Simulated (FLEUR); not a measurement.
Band structure of Si2Ni (Fm-3m, 3 atoms in the cell).

```xyz
3
Lattice="0.0000 2.6848 2.6848 2.6848 0.0000 2.6848 2.6848 2.6848 0.0000" Properties=species:S:1:pos:R:3 pbc="T T T"
Si     1.3424     1.3424     1.3424
Si     4.0272     4.0272     4.0272
Ni     0.0000     0.0000     0.0000
```

Computed with PBE, all-electron FLAPW (FLEUR), scalar-relativistic valence.

Settings: Kmax = 4.1 1/bohr; GmaxXC = 14.3 1/bohr; xcFunctional = pbe; jspins = 1; l_soc = F; mode = hist; fermiSmearingEnergy = 0.00999582 Htr; mesh (inpgen div1-3) = 9 9 9; inpgen gamma flag = false; Gmax = 14.3 1/bohr; numbands = 0; maxIterBroyd = 99; imix = Anderson; alpha = 0.05.

The starting cell comes from a database of computed structures (which also holds hypothetical and non-ambient phases and stackings), without a prior relaxation at this level. Its lattice was rescaled by a random factor within 2.5 % of one. Spin polarisation is off. Values depend on the basis (sphere radii, cutoffs, local orbitals), which need not be converged.

Levels in eV from the Fermi level, bands 9 to 16:
| point | 9 | 10 | 11 | 12 | 13 | 14 | 15 | 16 |
|---|---|---|---|---|---|---|---|---|
| Γ | -3.65 | -0.17 | 1.75 | 1.75 | 1.75 | 2.20 | 2.20 | 2.20 |
| X | -3.74 | -3.74 | -3.57 | -3.23 | -0.40 | 1.36 | 7.70 | 8.57 |
| W | -3.86 | -3.73 | -3.30 | -2.53 | 2.27 | 2.27 | 4.65 | 5.29 |
| K | -3.93 | -3.55 | -3.03 | -2.74 | 0.21 | 3.66 | 4.75 | 6.54 |
| L | -3.46 | -3.46 | -1.54 | -1.54 | 1.79 | 1.83 | 1.83 | 2.75 |
| U | -3.93 | -3.55 | -3.03 | -2.74 | 0.21 | 3.66 | 4.75 | 6.54 |
